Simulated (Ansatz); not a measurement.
A thin film of ZnO (wurtzite, P6_3mc) is deposited stress-free at 625 K on a thick substrate of SiC (wurtzite, P6_3mc) and cooled to 300 K. Take the in-plane direction as the cubic or basal-plane axis of each crystal, and these free lattice constants from quasi-harmonic approximation on LDA density-functional theory in Ansatz (plane waves, PAW).

| crystal | a at 300 K (Å) | a at 625 K (Å) |
|---|---|---|
| ZnO | 3.19590 | 3.20165 |
| SiC | 3.06525 | 3.06881 |

 Spin-orbit coupling is not included.

Task: What in-plane thermal strain does the film carry at 300 K, and is it tensile or compressive?

Result: With logarithmic strains ln(a_hot/a_300): left free, the film would shrink by 0.180 % and the substrate by 0.116 %. The film is held to the substrate, so its strain is 0.064 %: tensile. Plastic relief and phase changes are ignored.

The PAW data sets were generated under PBE and serve the other functionals too.

Ansatz is a first-principles code.
